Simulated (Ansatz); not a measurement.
A computed series for LiNbO3: pressure series

Start from LiNbO3 (space group R3c, No. 161; a = 5.135 Å, c = 13.825 Å (hexagonal axes)).

Cell and atoms are relaxed at each pressure.

Calculations: PBEsol in Ansatz (plane waves to 420 eV, PAW, spin-orbit coupling left out).

Candidates:
(a) pressure 30 GPa
(b) pressure 45 GPa
(c) pressure 60 GPa

For the base:

```
Property   Value
---------  -----
c/a ratio  2.693
```

Task: Order them by c/a ratio, lowest first.

Result: (c) pressure 60 GPa (2.433), (b) pressure 45 GPa (2.648), (a) pressure 30 GPa (2.707)

Load acts through the strain it causes; cell and atoms are relaxed under it. Whether these cells are dynamically stable was not tested. No other phases were tried under pressure.

Ansatz is a quantum-chemistry and plane-wave program.
